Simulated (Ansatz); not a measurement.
O on the 1x1 (101) surface of tetragonal HfO2 (a metastable polymorph) (cut with top plane O), one in a 2x1 cell, energies for each (46.0 Å²). Energies are against ½ O2(g), without zero-point or thermal terms; each row is named by its start (#2, #3: further inequivalent places of a kind).

Host crystal: tetragonal HfO2, with a band gap (PBE, scalar-relativistic without spin-orbit coupling).

These are PBE (plane waves to 420 eV, PAW; Ansatz, a first-principles code) values and carry that method's errors.

Model: 37-atom slab, 7.6 Å thick at the start under the adsorbate (thin: gaps and levels are the slab's own), 3x3x1 mesh, Fermi-Dirac 0.01 eV, dipole correction, 16 atoms held, the rest relaxed; each run with such symmetry as its start has; spin-polarised, no spin-orbit, no U, no dispersion correction.

A negative adsorption energy means that the adsorbate is more stable on the surface than in its reference. Starts that drift may end in the same place. Heights count from the host atoms within 0.3 Å of the top one.

```csv
starting site,E_ads (eV),height (Å),nearest host atom (Å),bonded to,change of the vacuum step (eV),lateral drift (Å),moment (μB)
top O (the adsorbate paired with a surface O atom),0.87,0.77,O 1.47,2 Hf + O,0.15,1.1,0.0
top O #2 (the adsorbate paired with a surface O atom),0.24,0.81,O 1.48,Hf + O,0.63,1.1,0.0
top Hf,1.93,1.50,Hf 2.09,Hf,0.62,0.1,2.0
over Hf at depth 1.0 Å,1.54,1.31,Hf 2.04,Hf,0.67,0.4,2.0
over O at depth 1.5 Å,2.12,0.65,O 2.03,2 Hf,0.11,0.4,2.0
hollow beside Hf,1.90,1.29,Hf 2.08,Hf,0.66,0.7,2.0
hollow Hf-Hf-O-O-O over O at depth 1.8 Å,1.54,1.31,Hf 2.04,Hf,0.68,1.6,2.0
bridge Hf-O (span 2.0 Å),1.90,1.30,Hf 2.08,Hf,0.64,0.6,2.0
bridge O-O (span 4.0 Å),1.52,1.11,Hf 2.05,Hf,0.67,1.2,2.0
```
